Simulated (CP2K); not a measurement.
Band structure of CsCaH3 (Pm-3m, 5 atoms in the cell).

```
CELL_PARAMETERS angstrom
      4.62119     0.00000     0.00000
      0.00000     4.62119     0.00000
      0.00000     0.00000     4.62119
ATOMIC_POSITIONS crystal
  Cs 0.00000 0.00000 0.00000
  Ca 0.50000 0.50000 0.50000
  H  0.50000 0.00000 0.50000
  H  0.00000 0.50000 0.50000
  H  0.50000 0.50000 0.00000
```

Method: PBEsol, GPW, DZVP-MOLOPT-SR-GTH basis, GTH-PBE potentials (GTH_POTENTIALS) run with CP2K.

Settings: CUTOFF = 500 Ry; REL_CUTOFF = 50 Ry; SMEAR/METHOD = FERMI_DIRAC; ELECTRONIC_TEMPERATURE = 116.05 K; KPOINTS/SCHEME = MONKHORST-PACK 6 6 6; GAMMA_CENTERED = T; XC_FUNCTIONAL = PBE:PBESOL; Cs/BASIS_SET = DZVP-MOLOPT-SR-GTH-q9; Cs/POTENTIAL = GTH-PBE-q9; Ca/BASIS_SET = DZVP-MOLOPT-SR-GTH-q10; Ca/POTENTIAL = GTH-PBE-q10; H/BASIS_SET = DZVP-MOLOPT-SR-GTH-q1; H/POTENTIAL = GTH-PBE-q1; METHOD = GPW.

The starting cell comes from a database of computed structures (which also holds hypothetical and non-ambient phases and stackings), without a prior relaxation at this level. Values carry the incompleteness of an atom-centred basis. The potentials were made for another functional than the one used.

Question: Predict the gap along the standard path and the places of the band edges.

Answer: The gap along the path is 2.81 eV, direct at M to within 0.01 eV.

Levels in eV from the top of the valence band on the SCF mesh, bands 8 to 12:
```csv
point,8,9,10,11,12
Γ,-6.97,-2.95,-0.52,-0.52,5.81
X,-6.93,-1.33,-0.92,-0.17,5.55
M,-6.88,-1.56,0.00,0.00,2.81
R,-7.28,-0.69,-0.69,-0.69,4.61
```

Higher empty bands are left out: an atom-centred basis made for the valence describes them poorly.
